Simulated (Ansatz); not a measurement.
What pressure 2.1 GPa does to Au

Take Au in the fcc (Cu type) structure (space group Fm-3m, No. 225; a = 4.083 Å) as the base.

One thing is altered: cell and atoms relaxed at a pressure of 2.1 GPa.

The values are results of PBEsol (Ansatz, a program for electronic structure; PAW; 420 eV plane waves; without spin-orbit coupling), not measurements. Settings: 20×20×20 k-points, 0.05 eV Fermi–Dirac smearing.

The density grows by 0.23 g/cm³, from 19.21 g/cm³ to 19.44 g/cm³ and the lattice parameter a drops by 0.0158 Å, from 4.083 Å to 4.068 Å. The enthalpy H = E + PV relative to the base's energy comes out as +0.22 eV/atom and the band gap remains zero.

Final structure:

```
CELL_PARAMETERS angstrom
      0.00000     2.03381     2.03381
      2.03381     0.00000     2.03381
      2.03381     2.03381     0.00000
ATOMIC_POSITIONS crystal
  Au 0.00000 0.00000 0.00000
```

Load acts through the strain it causes; cell and atoms are relaxed under it. Stability against distortions was not tested.
